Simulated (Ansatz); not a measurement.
For Zr in the hcp (Mg type) structure at 325 K, quasi-harmonic approximation with r2SCAN in Ansatz (a first-principles code) gives a volume expansion coefficient α_V = 19.05 × 10⁻⁶ K⁻¹, an isothermal bulk modulus B_T = 93.0 GPa, a molar volume V_m = 14.244 cm³/mol and C_V = 24.85 J/(mol K). Another polymorph of this substance is known too; which is more stable was not tested here.

Q: Work out the Grüneisen parameter, C_P and the adiabatic bulk modulus.

A: γ = α_V B_T V_m / C_V = 1.02. C_P − C_V = α_V² B_T V_m T = 0.16 J/(mol K), so C_P = 25.00 J/(mol K). B_S = B_T C_P/C_V = B_T (1 + α_V γ T) = 93.6 GPa.

The PAW data sets were generated under PBE and serve the other functionals too.
